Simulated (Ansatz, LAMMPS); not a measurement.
**Ge lens of 125 atoms, radius 1.10 nm, coherent in Si, 6x6x6 cubic cells at the host's lattice parameter**

Cell 32.82 × 32.82 × 32.82 Å, Si1603Ge125, 1728 atoms. Prepared with LAMMPS with Tersoff's 1989 multicomponent potential (SiCGe.tersoff): minimisation. 

The numbers are results of PBE, support functions at accuracy medium on the grid of 370 eV (norm-conserving potentials; Ansatz, an electronic-structure program), not measurements.

Basis: localised support functions (accuracy medium) on a full density matrix. k-points: zone centre alone; occupations: Fermi-Dirac, 0.010 eV; spin polarisation not allowed. No spin-orbit coupling.

energy over the perfect crystal(s), per atom: 5 meV/atom
Kohn-Sham gap of the cell on its k-mesh: 0.44 eV
weight of the highest filled level on the dot: 0.38
weight of the lowest empty level on the dot: 0.01
coordination (neighbours within 2.834 Å): 100.0 % 4-fold
Ge-Ge bonds, mean ± spread: 2.433 ± 0.006 Å
Ge-Si bonds, mean ± spread: 2.396 ± 0.007 Å
Si-Si bonds, mean ± spread: 2.364 ± 0.004 Å
bond angles, mean ± spread: 109.5° ± 0.8°
pressure: 0.76 GPa
cost of the final run: very roughly 2.4 core-hours, 19 SCF iterations, 35 GiB
